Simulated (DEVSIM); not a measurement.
Structure: W/SiO2/p-Ge capacitor, at 300 K.

```tsv
layer (left to right)	material	thickness (nm)	Na (cm⁻³)
1	SiO2	1.40	-
2	Ge	410	2.1e18
```

Metal gate on the left, work function 4.6 eV. Fixed charge at the semiconductor interface 2.7e11 cm⁻² (in units of +e); no interface traps.

The device is made up for the run: typed textbook-type constants, with dimensions and the other settings drawn at random. Values at 300 K.

```
parameter      SiO2       Ge
-------------  ----  -------
gap (eV)          9    0.664
affinity (eV)   0.9        4
permittivity    3.9       16
Nc (cm⁻³)         -  1.04e19
Nv (cm⁻³)         -     6e18
```

Simulated with DEVSIM: 1D Poisson equation in equilibrium, Boltzmann statistics, complete ionisation; no quantum confinement or tunnelling. Metal contacts follow the ideal Schottky-Mott rule: no Fermi-level pinning, no interface dipoles.

Question: Tabulate band edges, carrier densities and field at 0.6 V on the gate.

Answer: Energies count from the Fermi level of the right contact; mesh points crowd at the junctions.

```tsv
x (μm)	Ec (eV)	Ev (eV)	n (cm⁻³)	p (cm⁻³)	field (V/cm)
0.000	3.100	-5.900	< 1e2	< 1e2	1600000
0.0005068	3.183	-5.817	< 1e2	< 1e2	1600000
0.0009040	3.247	-5.753	< 1e2	< 1e2	1600000
0.001400	0.227	-0.437	1.6e15	2.7e11	790000
0.002601	0.276	-0.388	2.4e14	1.8e12	400000
0.004160	0.335	-0.329	2.4e13	1.8e13	360000
0.006743	0.421	-0.243	8.8e11	5.0e14	300000
0.01345	0.569	-0.095	2.8e9	1.5e17	140000
0.02214	0.630	-0.034	2.7e8	1.6e18	21000
0.03780	0.637	-0.027	2.1e8	2.1e18	200
0.06251	0.637	-0.027	2.1e8	2.1e18	≈ 0
0.1266	0.637	-0.027	2.1e8	2.1e18	≈ 0
0.2064	0.637	-0.027	2.1e8	2.1e18	≈ 0
0.2882	0.637	-0.027	2.1e8	2.1e18	≈ 0
0.3513	0.637	-0.027	2.1e8	2.1e18	≈ 0
0.3756	0.637	-0.027	2.1e8	2.1e18	≈ 0
0.3910	0.637	-0.027	2.1e8	2.1e18	≈ 0
0.3996	0.637	-0.027	2.1e8	2.1e18	≈ 0
0.4062	0.637	-0.027	2.1e8	2.1e18	≈ 0
0.4087	0.637	-0.027	2.1e8	2.1e18	≈ 0
0.4102	0.637	-0.027	2.1e8	2.1e18	≈ 0
0.4114	0.637	-0.027	2.1e8	2.1e18	≈ 0
```
